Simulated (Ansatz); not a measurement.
## Carrier properties of MgO (I4/mmm)

Input:

```yaml
crystal:
  lattice:
    - [0.00000, 2.11130, 2.09139]
    - [2.11130, 0.00000, 2.09139]
    - [2.11130, 2.11130, 0.00000]
  atoms:
    - { symbol: Mg, position: [0.00000, 0.00000, 0.00000] }
    - { symbol: O, position: [0.50000, 0.50000, 0.50000] }
```

Computed with PBEsol, rigid bands (plane waves, PAW, scalar-relativistic; Ansatz, a program for electronic structure). Condition of this run: uniaxial stress zz = 2 GPa (compression positive) (the target of the relaxation). Cell: cell and atoms relaxed with PBEsol, then loaded as said.

- band gap: 4.65 eV
- electron conductivity mass (300 K, dilute): 0.35 (x), 0.35 (y), 0.36 (z) mₑ
- hole conductivity mass (300 K, dilute): 2.3 (x), 2.3 (y), 2.2 (z) mₑ
- effective density of states N_c (300 K): 5.1e18 cm⁻³
- effective density of states N_v (300 K): 2.3e20 cm⁻³
- density-of-states mass, electrons: 0.35 mₑ
- density-of-states mass, holes: 4.4 mₑ
- Seebeck coefficient, n-type 1e19 cm⁻³, 300 K: -172 μV/K
- best n-type power factor at 300 K for τ = 10 fs (best axis; densities from 1e16 to 1e21 cm⁻³ tried, whether or not they can be reached): 2.4 μW/(cm·K²) at 3e19 cm⁻³
- Seebeck coefficient, p-type 1e19 cm⁻³, 300 K: 502 μV/K

Rigid bands; masses and Seebeck coefficients take one relaxation time τ for all states and one kind of carrier; polarons and phonon drag are left out. Spin-orbit coupling is left out.
